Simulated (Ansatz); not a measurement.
SiO2, element substitutions

Take SiO₂ in the rutile structure (space group P4_2/mnm, No. 136; a = 4.1945 Å, c = 2.6782 Å) as the base.

Each row replaces one element on all its sites; cell and atoms are relaxed.

All numbers come from PBEsol (Ansatz, a first-principles code), scalar-relativistic without spin-orbit coupling, earlier PAW set.

```csv
case,band gap,shortest interatomic distance
base,5.36 eV,1.765 Å
Si → Ti,…,1.942 Å
Si → S,zero,1.908 Å
O → Te,zero,…
```

Task: What belongs in the blanks?

Result: 
- Si → Ti, band gap: 1.87 eV
- O → Te, shortest interatomic distance: 2.692 Å

Whether these cells are dynamically stable was not tested. As relaxed here, SO2 and SiTe2 are hypothetical phases, not in the database extracts checked. The final runs are not spin-polarised.
